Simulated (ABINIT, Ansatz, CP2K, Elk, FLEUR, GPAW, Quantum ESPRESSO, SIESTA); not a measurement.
One structure in several programs: BN (F-43m, 2 atoms in the cell)

Self-consistent single point.

```
BN
1.0
    0.00000     1.79251     1.79251
    1.79251     0.00000     1.79251
    1.79251     1.79251     0.00000
B N
1 1
Cartesian
  0.00000   0.00000   0.00000
  2.68877   2.68877   2.68877
```

All programs got the same cell, k-point mesh and kind of occupations (some realise fixed ones as a very narrow smearing) (in Ansatz's words: kpoints.mp_grid.grid = 13 13 13; scf.occupations.method = fixed); potentials, basis and cutoffs are each program's usual ones.

| code | model | pressure (GPa) | gap on the mesh (eV) | k-points | cutoff |
|---|---|---|---|---|---|
| Elk | PBE, all-electron FP-LAPW, Elk's shipped species files, default APW+lo basis | – | 4.582 | 140 | default |
| GPAW | PBE, GPAW PAW datasets PBE (gpaw-data 1.0.1) | – | 4.574 | 84 | 900 eV |
| ABINIT | PBE, norm-conserving pseudopotentials (PseudoDojo nc-sr-05 PBE standard) | 12.63 | 4.641 | 84 | 42 Ha |
| CP2K | PBE, GPW, DZVP-MOLOPT-PBE-GTH basis, GTH-PBE potentials (POTENTIAL_UZH) | 14.03 | 4.666 | 1099 | grid 400 Ry |
| SIESTA | GGA PBE, numerical atomic orbitals DZP, PseudoDojo PBE standard norm-conserving potentials (rewritten from UPF to PSML) | 14.93 | 4.664 | 1099 | grid 400 Ry |
| FLEUR | PBE, all-electron FLAPW (FLEUR), scalar-relativistic valence | – | 4.598 | 140 | Kmax 4.4 1/bohr |
| Ansatz | PBE, PAW files | 12.18 | 4.568 | 84 | 420 eV |
| Quantum ESPRESSO | PBE, GBRV 1.5 ultrasoft (PBE) pseudopotentials | 12.88 | 4.578 | 84 | 40 Ry |

A dash marks a value that a program does not give, or that is left out as unsure.

Gaps are read on the mesh. Another mesh or the band path gives a smaller gap, so these values are not converged in the mesh.

The spread over the programs that give each value: pressure within 2.75 GPa; gap on the mesh within 0.098 eV.

The starting cell comes from a database of computed structures (which also holds hypothetical and non-ambient phases and stackings), without a prior relaxation at this level. Its lattice was rescaled by a random factor within 2.5 % of one. On Ansatz's run: In the base run, with a pressure of about 13 GPa the cell is away from its equilibrium volume at this level. Another mesh or the band path of this cell gives a smaller gap, so this value is not converged in the mesh.

Task: Why do the programs differ, and what cannot be compared?

Result: Differences of this kind can come from the potentials, where these differ, and from what each basis and cutoff leave unconverged. The zero of total energies and Fermi levels follows the potentials and each program's conventions, so they are not compared here. CP2K and SIESTA use small atom-centred bases, whose incompleteness enters pressures, forces and empty levels differently from a plane-wave cutoff. Elk and FLEUR treat all electrons, but the usual bases taken here (sphere radii, linearisation, local orbitals, empty states) were not tested for convergence, so the values are no reference for the others. Ansatz's pressure is given at a fixed set of plane waves, as the other plane-wave codes print theirs; with its correction for the finite basis it is 12.80 GPa (the shift of 0.62 GPa shows how far the cutoff is from converged). The pressure of GPAW is left out: its cutoff lies under the one at which its stress was checked. The programs reduce the same mesh by symmetry to different extents, which changes the work and not the result. In the pressure, CP2K (by 1.40) and SIESTA (by 2.30) lie more than 1 GPa from the median of the plane-wave programs.

Ansatz is a first-principles code.

Keys are those of Ansatz 0.2.
